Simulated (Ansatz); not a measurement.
Ta, pressure series

The parent structure is Ta in the bcc (W type) structure (space group Im-3m, No. 229; a = 3.3196 Å).

Cell and atoms are relaxed at each pressure.

Method: Kohn–Sham DFT with the PBE functional, run in Ansatz (a first-principles code) with PAW and 420 eV plane waves, scalar-relativistic without spin-orbit coupling.

Two rows of this table had their results exchanged by mistake.

```json
[
 {"pressure": "pressure −2 GPa", "volume per atom (Å³)": "18.48", "shortest distance (Å)": "2.885", "band gap": "zero"},
 {"pressure": "pressure −1 GPa", "volume per atom (Å³)": "18.38", "shortest distance (Å)": "2.880", "band gap": "zero"},
 {"pressure": "pressure 0.3 GPa", "volume per atom (Å³)": "18.26", "shortest distance (Å)": "2.873", "band gap": "zero"},
 {"pressure": "pressure 0.7 GPa", "volume per atom (Å³)": "18.23", "shortest distance (Å)": "2.871", "band gap": "zero"},
 {"pressure": "pressure 1.5 GPa", "volume per atom (Å³)": "18.15", "shortest distance (Å)": "2.868", "band gap": "zero"},
 {"pressure": "pressure 3 GPa", "volume per atom (Å³)": "17.46", "shortest distance (Å)": "2.831", "band gap": "zero"},
 {"pressure": "pressure 5 GPa", "volume per atom (Å³)": "17.85", "shortest distance (Å)": "2.852", "band gap": "zero"},
 {"pressure": "pressure 7.5 GPa", "volume per atom (Å³)": "17.65", "shortest distance (Å)": "2.841", "band gap": "zero"},
 {"pressure": "pressure 10 GPa", "volume per atom (Å³)": "18.02", "shortest distance (Å)": "2.861", "band gap": "zero"}
]
```

Problem. Which two?

Solution. The rows for pressure 3 GPa and pressure 10 GPa: the volume has to fall steadily with pressure, so 18.02 Å³ belongs to pressure 3 GPa and 17.46 Å³ to pressure 10 GPa.

Load acts through the strain it causes; cell and atoms are relaxed under it. Whether these cells are dynamically stable was not tested. Competing high-pressure phases were not computed. All final runs are without spin polarisation.
